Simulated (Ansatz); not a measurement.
The starting structures come from a database of crystals and need not be the phases stable at ambient conditions.

By PBEsol, the system below comes out a metal.

Without scattering a metal conducts by its projected Fermi surface.

Data:

```yaml
crystal:
  lattice:
    - [3.46374, 0.00000, 0.00000]
    - [0.00000, 3.46374, 0.00000]
    - [0.00000, 0.00000, 3.46374]
  atoms:
    - { symbol: Si, position: [0.00000, 0.00000, 0.00000] }
    - { symbol: Ni, position: [0.00000, 0.50000, 0.50000] }
    - { symbol: Ni, position: [0.50000, 0.00000, 0.50000] }
    - { symbol: Ni, position: [0.50000, 0.50000, 0.00000] }
```

The cell is taken as given; by PBEsol it stands under a pressure of -0.6 GPa.

The current flows along the normal of the first two printed cell vectors, the (001) plane of the conventional cell. No spin-orbit coupling; the value is a mean over 0.1 eV about the Fermi level.

### Question
Give the ballistic conductance per area that PBEsol run with Ansatz (a first-principles code) yields.

### Answer
0.26 × 10¹⁵ S/m² for both spins.
